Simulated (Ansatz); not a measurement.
Consider Ta in the bcc (W type) structure (space group Im-3m, No. 229; a = 3.306 Å; relaxed with 0.1 eV smearing). Axes: x, y, z lie along the cube axes.

Computed with Ansatz (a first-principles code) r2SCAN, no spin-orbit coupling.

Before the change:

```
Item       Result
--------  -------
Pressure  0.0 GPa
```

It is then changed as follows: uniaxial strain ε_zz = +1.00 %, all other strain components held at zero, atoms relaxed at fixed cell.

Task: Estimate the effect on the energy relative to the base.

Result: The energy grows by 1.5 meV/atom.

Task: What does the calculation give for the pressure after the change?

Result: The pressure (mean of the normal stresses, compression positive) goes from zero to -2.0 GPa.

Whether these cells are dynamically stable was not tested. The final runs are not spin-polarised.
